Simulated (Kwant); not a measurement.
System: wire with one Gaussian impurity in a GaAs two-dimensional gas. Effective mass 0.067 mₑ, grid spacing 8.3 nm, hard walls, nominal width 200 nm (25 grid rows, so walls 215.8 nm apart), one parabolic valley, scattering region 600 nm long along x; energies count from the band bottom; Fermi energy swept from 0.00011225 to 0.0023853 eV. Impurity U exp(−r²/2σ²), U = -0.007 eV, σ = 20 nm, 40 nm off the axis.

The device is made up for the run: typed textbook-type constants, with dimensions and the other settings drawn at random.

Computed with Kwant: effective-mass tight-binding model on a square grid, one spin, coherent transport at 0 K. Conductance is in e²/h.

Sweep values stay those of the base run.

The impurity strength was swept, all else fixed.

```
impurity strength (eV)  mean G (e²/h) over the sweep  G (e²/h) at E = 1.812 meV  G (e²/h) at E = 1.239 meV  G (e²/h) at E = 0.6662 meV
----------------------  ----------------------------  -------------------------  -------------------------  --------------------------
-0.014                                          1.97                       2.13                       2.41                        1.76
-0.007                                          2.15                       2.69                       2.14                        1.94
-0.0035                                         2.19                       2.84                       2.61                        1.48
0.007                                              …                          …                          …                           …
```

Problem. Some entries are withheld; supply them.

Solution. 
- 0.007, mean G (e²/h) over the sweep: 1.33
- 0.007, G (e²/h) at E = 1.812 meV: 2.01
- 0.007, G (e²/h) at E = 1.239 meV: 1.16
- 0.007, G (e²/h) at E = 0.6662 meV: 0.99
